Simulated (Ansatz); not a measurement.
Base system: CuI in the zinc blende structure (space group F-43m, No. 216; a = 5.8619 Å).

Computed with LDA (Ansatz, a quantum-chemistry and plane-wave program; PAW; 420 eV plane waves; scalar-relativistic without spin-orbit coupling).

Base values:

```
Quantity    Result
--------  --------
Pressure  0.00 GPa
Band gap   1.22 eV
```

One thing is altered: an isotropic linear strain of +1.50 %, atoms relaxed at fixed cell.

**Question.** How does this affect the energy relative to the base, pressure and band gap?

**Answer.** The energy goes up by 8.5 meV/atom; the pressure goes from zero to -2.26 GPa; the band gap shrinks by 0.13 eV (1.22 eV → 1.09 eV).

Spin-orbit coupling, missing from the scalar runs, can matter with I. Whether these cells are dynamically stable was not tested. The final runs are not spin-polarised.
